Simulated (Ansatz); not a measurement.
Nb: Nb → Ta

Start from Nb in the bcc (W type) structure (space group Im-3m, No. 229; a = 3.2712 Å).

One thing is altered: Ta takes the place of Nb on all its sites; the structure is relaxed again.

All numbers come from PBEsol (Ansatz, a quantum-chemistry and plane-wave program; PAW; 420 eV plane waves; no spin-orbit coupling), earlier PAW set. k-mesh 20×20×20 (Γ-centred); smearing 0.05 eV (Fermi–Dirac).

```json
[
 {"quantity": "volume per atom", "base": "17.50 Å³", "changed": "17.67 Å³", "shift": "+0.17 Å³"},
 {"quantity": "lattice parameter a", "base": "3.271 Å", "changed": "3.282 Å", "shift": "+0.011 Å"},
 {"quantity": "shortest interatomic distance", "base": "2.833 Å", "changed": "2.842 Å", "shift": "+0.009 Å"},
 {"quantity": "band gap", "base": "zero", "changed": "zero", "shift": "–"}
]
```

Final structure:

```xyz
1
Lattice="-1.6410 1.6410 1.6410 1.6410 -1.6410 1.6410 1.6410 1.6410 -1.6410" Properties=species:S:1:pos:R:3 pbc="T T T"
Ta     0.0000     0.0000     0.0000
```

Cost of the whole job for the changed cell (relaxation, final SCF and bands): very roughly 10 core-seconds.

Stability against distortions was not tested. All final runs are without spin polarisation.
